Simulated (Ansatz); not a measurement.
System: PbS (model structure, started from the zincblende type, F-43m, No. 216, 2 atoms in the cell). Method: HSE06 (Ansatz, a program for electronic structure, plane waves, PAW).

Numerical settings: plane-wave cutoff 520 eV, 8×8×8 k mesh, finite displacements, scalar-relativistic PAW data made under PBE.

Cell (relaxed at this level):

```yaml
crystal:
  lattice:
    - [0.00000, 3.30448, 3.30448]
    - [3.30448, 0.00000, 3.30448]
    - [3.30448, 3.30448, 0.00000]
  atoms:
    - { symbol: S, position: [0.25000, 0.25000, 0.25000] }
    - { symbol: Pb, position: [0.00000, 0.00000, 0.00000] }
```

Task: Estimate the TO(Γ) frequency that the calculation returns.

Result: 
- TO(Γ) frequency = 172 cm⁻¹

Note: the run finds an imaginary mode (51i cm⁻¹), so the cell is a saddle point at this level.

Spin–orbit coupling is not included; it can shift volumes and moduli of such heavy elements.

A model structure was made by putting elements into a prototype or built by hand; it is no filed structure, need not be a known phase, and can be a saddle point held by its symmetry.
